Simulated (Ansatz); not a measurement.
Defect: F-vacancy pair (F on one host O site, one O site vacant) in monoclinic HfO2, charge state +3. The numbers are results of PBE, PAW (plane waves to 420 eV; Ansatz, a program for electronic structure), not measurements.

96-site cell at the relaxed PBE lattice, the Γ point alone, smearing 0.01 eV, spin-restricted, no finite-size correction. Energies are static. Spin-orbit coupling is left out. The charge state is imposed; whether it is stable for some Fermi level was not computed. Forms of the defect that were not tried may lie lower. The start lies 0.69 eV above the lowest site run (PBE).

Barriers: single points on a 2×2×2 k-point mesh shifted by half a step at the bands' geometries.

The step: one O atom jumps into the vacancy from a nearby O site (F-vacancy distance between ideal sites 2.55 → 3.57 Å). Atoms about the jump, Cartesian Å from the middle of the jump, before and after:

```
atom     x0     y0     z0     x1     y1     z1
----  -----  -----  -----  -----  -----  -----
O1    -0.03   0.89  -0.09   0.03  -0.89   0.09
Hf2   -0.83  -0.03  -1.77  -0.82  -0.22  -1.75
Hf3    1.03   0.33   1.71   1.00   0.15   1.68
O4     2.14   1.80   0.85   1.87   1.70   0.69
F5    -1.77  -1.65  -0.69  -2.10  -1.75  -0.86
O6    -0.63   1.39   2.55  -0.62   1.35   2.42
Hf7    1.45   2.38  -1.06   1.56   2.50  -1.17
O8     0.26   1.36  -2.77   0.23   1.34  -2.60
O9     0.72  -1.35  -2.38   0.77  -1.38  -2.55
O10   -0.11  -1.35   2.62  -0.15  -1.36   2.76
```

**Question.** Give the saddle-point geometry and the barrier.

**Answer.** 
| atom | x | y | z |
|---|---|---|---|
| O1 | 0.00 | 0.19 | -0.03 |
| Hf2 | -0.84 | -0.10 | -1.81 |
| Hf3 | 1.03 | 0.25 | 1.72 |
| O4 | 2.05 | 1.80 | 0.81 |
| F5 | -1.94 | -1.74 | -0.80 |
| O6 | -0.62 | 1.39 | 2.51 |
| Hf7 | 1.51 | 2.41 | -1.10 |
| O8 | 0.25 | 1.36 | -2.72 |
| O9 | 0.73 | -1.39 | -2.49 |
| O10 | -0.12 | -1.36 | 2.66 |
It lies 0.19 eV above the start and 0.47 eV above the end. The saddle point's order was not checked.
